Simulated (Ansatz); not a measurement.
# Os under a change: x(W) = 0.625, 8 atoms, Pmm2

The parent structure is Os in the hcp (Mg type) structure (space group P6_3/mmc, No. 194; a = 2.7294 Å, c = 4.3064 Å).

The other end (x = 1) is W in the hcp (Mg type) structure (space group P6_3/mmc, No. 194; a model cell, its experimental status unchecked): 16.05 Å³/atom, gap zero; this end may not be an ambient phase.

Modification: a fraction x = 0.625 of the Os sites is given to W, ordered in a cell of 8 atoms (starting symmetry Pmm2) and fully relaxed.

All numbers come from PBEsol (Ansatz, a program for electronic structure, PAW, spin-orbit coupling left out). Γ-centred 10×9×10 mesh, Fermi–Dirac width 0.05 eV, for the changed cell.

| quantity | base | changed | shift |
|---|---|---|---|
| volume per atom | 13.89 Å³ | 15.12 Å³ | +1.23 Å³ |
| density | 22.74 g/cm³ | 20.45 g/cm³ | -2.29 g/cm³ |
| shortest interatomic distance | 2.668 Å | 2.681 Å | +0.013 Å |
| band gap | zero | zero | – |
| mixing energy (to 0.01 eV only: unlike meshes or grids) (against an end that may be hypothetical) | – | -0.09 eV/atom | – |
| deviation of the volume from the linear (Vegard-type) interpolation | – | -0.8 % | – |

Final structure:

```yaml
crystal:
  lattice:
    - [4.54637, 0.00000, 0.00000]
    - [0.00000, 5.48227, 0.00000]
    - [0.00000, 0.00000, 4.85387]
  atoms:
    - { symbol: Os, position: [0.00000, 0.75206, 0.33540] }
    - { symbol: Os, position: [0.00000, 0.24794, 0.33540] }
    - { symbol: W, position: [0.00000, 0.50000, 0.86205] }
    - { symbol: W, position: [0.00000, 0.00000, 0.82543] }
    - { symbol: Os, position: [0.50000, 0.50000, 0.16161] }
    - { symbol: W, position: [0.50000, 0.00000, 0.16784] }
    - { symbol: W, position: [0.50000, 0.25070, 0.65613] }
    - { symbol: W, position: [0.50000, 0.74930, 0.65613] }
```

Cost of the whole job for the changed cell (relaxation, final SCF and bands): very roughly 30 core-minutes.

These are small ordered cells, not random alloys; other orderings at the same x differ. Stability against distortions was not tested. All final runs are without spin polarisation. This is not the structure that W has at room temperature and ambient pressure.
